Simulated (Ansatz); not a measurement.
The reference is BeSe in the zinc blende structure (space group F-43m, No. 216).

```xyz
2
Lattice="0.0000 2.5888 2.5888 2.5888 0.0000 2.5888 2.5888 2.5888 0.0000" Properties=species:S:1:pos:R:3 pbc="T T T"
Se     1.2944     1.2944     1.2944
Be     0.0000     0.0000     0.0000
```

Method: Ansatz (a quantum-chemistry and plane-wave program) PBE, without spin-orbit coupling.

One change was made to it. Results:

The hole mass (degenerate bands, along [100]) goes from 0.24, 0.48, 0.48 mₑ (at Γ) to 0.23, 0.50, 0.50 mₑ (at Γ); the band gap grows by 0.06 eV to 2.73 eV; the density shrinks by 0.12 g/cm³ (4.21 g/cm³ → 4.09 g/cm³).

### Question
Name the change that was made.
A. pressure −2 GPa
B. pressure −1 GPa
C. pressure 7 GPa
D. pressure 75 GPa

### Answer
A, pressure −2 GPa. For comparison, the hole mass in the other runs: pressure 75 GPa gives 0.27, 0.27, 0.30 mₑ (at Γ); pressure −1 GPa gives 0.23, 0.49, 0.49 mₑ (at Γ); pressure 7 GPa gives 0.25, 0.44, 0.44 mₑ (at Γ).

Load acts through the strain it causes; cell and atoms are relaxed under it. Effective masses come from finite differences of ±0.01 Å⁻¹. No phonon test of stability was made. No other phases were tried under pressure.
